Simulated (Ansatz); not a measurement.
**Short convergence ladders for VRe (Cmm2, 2 atoms in the cell)**

```
CELL_PARAMETERS angstrom
      1.50727    -2.17574     0.00000
      1.50727     2.17574     0.00000
      0.00000     0.00000     4.20942
ATOMIC_POSITIONS crystal
  V  0.50000 0.50000 0.51188
  Re 0.00000 0.00000 0.00000
```

Base method: LDA (PW92), default PAW files made with PBE (plane waves; Ansatz, a program for electronic structure).

Base settings: basis.ecutwfc = 420 eV; kpoints.mp_grid.grid = 11 11 7; hamiltonian.xc = lda; hamiltonian.pseudopotentials = {kind: paw} (the program's default PAW files); scf.occupations.method = fermi_dirac; scf.occupations.width = 0.1 eV.

The count of work is k-points × plane waves × bands × iterations; it is no time. 

**The cutoff for other potential files**

Level: DFT, LDA (PW92), plane waves, harder PAW files (source: ansatz) made with PBE.

In this ladder: hamiltonian.pseudopotentials = {kind: paw, source: ansatz}.

The second cell is the first with its lattice scaled by 0.98.

The mesh stays at the base's, so the ladder's end is converged at best in this setting alone.

The first pressure column holds Ansatz's estimate of the finite-basis (Pulay) stress, which hides part of the cutoff error; the other is without it.

Only quantities that move along the ladder and can be compared are tabulated.

```tsv
basis.ecutwfc	free energy less the last step's (meV/atom)	energy of the compressed cell less the first (meV/atom)	pressure (GPa)	pressure without the Pulay estimate (GPa)	largest difference of a force vector from the last step's (eV/Å)	count of work / last
380 eV	3341.45	30.30	-2.21	-182.59	0.147	0.096
460 eV	771.41	10.28	-7.79	-57.25	0.045	0.13
590 eV	68.07	10.97	-7.17	-13.51	0.001	0.19
715 eV	4.51	10.70	-7.29	-7.85	0.000	0.28
840 eV	0.39	10.72	-7.28	-7.31	0.000	0.36
1010 eV	0.20	10.72	-7.28	-7.28	0.000	0.46
1260 eV	0.10	10.71	-7.28	-7.29	0.000	0.65
1680 eV	0.00	10.71	-7.28	-7.28	0.000	1.0
```

Coarsest basis.ecutwfc that holds the pressure within 0.2 GPa of the last step, with all finer ones: 590 eV, at 0.19 of the last step's count of work; the step before is off by 0.51 GPa.

Coarsest basis.ecutwfc that holds the forces within 0.005 eV/Å of the last step, with all finer ones: 590 eV, at 0.19 of the last step's count of work; the step before is off by 0.045 eV/Å.

Coarsest basis.ecutwfc that holds the free energy within 0.5 meV/atom of the last step, with all finer ones: 840 eV, at 0.36 of the last step's count of work; the step before is off by 4.5 meV/atom.

The energy difference between the two cells stays within 1 meV/atom of the last step's from 460 eV on, the total only from 840 eV on: much of the error is common to both cells and cancels.

At the lowest cutoff the pressure without the Pulay estimate lies 175 GPa under the last step's, the usual sign of Pulay stress in an incomplete plane-wave basis.

**The density cutoff**

The mesh stays at the base's, so the ladder's end is converged at best in this setting alone.

Only quantities that move along the ladder and can be compared are tabulated.

```csv
basis.ecutrho_ratio,pressure (GPa)
2,-7.47
3,-7.39
4,-7.39
5,-7.39
6,-7.39
8,-7.39
10,-7.39
12,-7.39
16,-7.39
```

Coarsest basis.ecutrho_ratio that holds the pressure within 0.05 GPa of the last step, with all finer ones: 3; the step before is off by 0.08 GPa.

**The relaxed cell against the cutoff**

On VRe (Cmmm, 2 atoms in the cell): atoms on their sites.

In this ladder: relax = cell and atoms.

The mesh stays at the base's, so the ladder's end is converged at best in this setting alone.

Only quantities that move along the ladder and can be compared are tabulated.

| basis.ecutwfc | relaxed volume (Å³/atom) | relaxation steps |
|---|---|---|
| 250 eV | 13.653 | 35 |
| 295 eV | 13.459 | 14 |
| 355 eV | 13.455 | 9 |
| 420 eV | 13.454 | 7 |
| 505 eV | 13.453 | 7 |
| 630 eV | 13.452 | 7 |
| 840 eV | 13.452 | 7 |

Coarsest basis.ecutwfc that holds the relaxed volume within 0.067 Å³/atom of the last step, with all finer ones: 295 eV; the step before is off by 0.20 Å³/atom.

At the lowest cutoff the cell relaxes to a volume 1.5 % larger than at the highest. Ansatz relaxes on a stress corrected for the finite basis.

On the base run: the starting cell comes from a database of computed structures (which also holds hypothetical and non-ambient phases and stackings), without a prior relaxation at this level. Its lattice was rescaled by up to half a per cent. One atom was moved a little off its site on purpose. Spin polarisation is off.

Left out of this page: 1 run of the series failed or unconverged.

Keys are those of Ansatz 0.2.
